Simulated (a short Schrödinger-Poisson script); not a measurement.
Stack: MOS inversion layer, Si3N4 on p-type Si(100), at 300 K.

```tsv
layer	material	thickness (nm)	Na (cm⁻³)
1	Si3N4	4.7	-
2	Si	210	4.3e18
```

The device is made up for the run: typed textbook-type constants, with dimensions and the other settings drawn at random. Si3N4: permittivity 7.5, conduction-band edge (eV) 1.95, gap (eV) 5.1, electron mass (mₑ) 0.5. Si: permittivity 11.7, conduction-band edge (eV) 0, gap (eV) 1.124, Nv at 300 K (cm⁻³) 3.1e19.

Channel valleys (confinement mass, in-plane density-of-states mass, number): Δ2 0.916, 0.19, 2; Δ4 0.19, 0.417, 4. At the gate the conduction-band edge of layer 1 lies 2.32 eV − eVg above the Fermi level of the channel; the field vanishes at the back. Gaps are held at their typed values at every temperature. Mesh 0.03 nm at interfaces.

Solved with a short Schrödinger-Poisson script written for these runs: 1D Poisson equation in equilibrium, electrons classical, Fermi-Dirac, parabolic valleys, classical holes, full ionisation, no traps, pinning or gate leakage.

The same stack at other levels of the model or other numerical settings:

```
run                                        sheet density of all electrons at Vg = 2.7 V (cm⁻²)  sheet density of all electrons at Vg = 1.5 V (cm⁻²)  capacitance at Vg = 2.7 V (μF/cm²)  centroid of the channel electrons at Vg = 2.7 V (nm)  rough cost against the base
-----------------------------------------  ---------------------------------------------------  ---------------------------------------------------  ----------------------------------  ----------------------------------------------------  ---------------------------
base                                                                                   1.11e13                                              1.79e12                                1.31                                                  0.32                      about 1
electrons treated as classical, Boltzmann                                              1.18e13                                              1.92e12                                1.37                                                  0.18                          0.2
electrons treated as quantum, Hartree                                                  9.44e12                                              6.26e11                                1.34                                                  0.93                            8
mesh six times as coarse                                                               1.09e13                                              1.68e12                                1.29                                                  0.41                          0.4
```

The classical rows ignore confinement, and Boltzmann statistics overrate the density once the band edge passes the Fermi level.
